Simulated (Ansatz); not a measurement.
The starting structures come from a database of crystals and need not be the phases stable at ambient conditions.

Here is the system:

```xyz
20
Lattice="6.0548 0.0000 0.0000 0.0000 8.4184 0.0000 0.0000 0.0000 5.7105" Properties=species:S:1:pos:R:3 pbc="T T T"
In     3.0239     4.0813     5.7077
In     3.0309     8.2905     0.0028
In     0.0035     8.2905     2.8524
In     6.0513     4.0813     2.8580
Bi     0.3704     1.7424     5.7009
Bi     5.6844     5.9516     0.0096
Bi     2.6570     5.9516     2.8456
Bi     3.3978     1.7424     2.8648
O      1.2538     4.7571     4.5810
O      4.8010     0.5479     1.1294
O      1.7736     0.5479     1.7258
O      4.2812     4.7571     3.9846
O      3.3354     6.2498     0.6641
O      2.7194     2.0405     5.0464
O      5.7468     2.0405     3.5193
O      0.3080     6.2498     2.1912
O      5.0746     3.9656     0.9089
O      0.9802     8.1748     4.8015
O      4.0076     8.1748     3.7642
O      2.0472     3.9656     1.9463
```

Space group of this cell: Pna2_1. The cell is taken as given; by r2SCAN its mean pressure is -5.2 GPa.

Transport runs along the normal of the first two printed cell vectors.

No gap correction and no spin-orbit coupling; mid-gap values are interpolated between computed energies.

Question: Give the band gap and the smallest decay constant κ at mid-gap that r2SCAN run with Ansatz (an electronic-structure program) yields.

Answer: Gap 3.25 eV on a 6×4×6 mesh; κ = 0.374 1/Å, at (0.500, 0.500) of the in-plane reciprocal vectors. At the zone centre, at the nearest computed energy, the slowest state has κ = 0.40 1/Å.
